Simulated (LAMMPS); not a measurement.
Surface tension of liquid SiC over temperature.

All values are model results, not measurements: classical MD, pair style gw, file SiC.gw; code LAMMPS.

```tsv
T (K)	surface tension	excess energy
2900	0.8 ± 0.1 N/m	1.2 J/m²
3330	0.73 ± 0.07 N/m	1.2 J/m²
3920	0.66 ± 0.07 N/m	1.0 J/m²
```

Caution: at ambient pressure real SiC sublimes or decomposes before or as it melts, so this liquid is the model's.

Caution (row 2900): this liquid lies under the melting point of about 3090 K that SiC.gw gives, so it is undercooled.

Uncertainties are statistical and leave out the potential's own error.
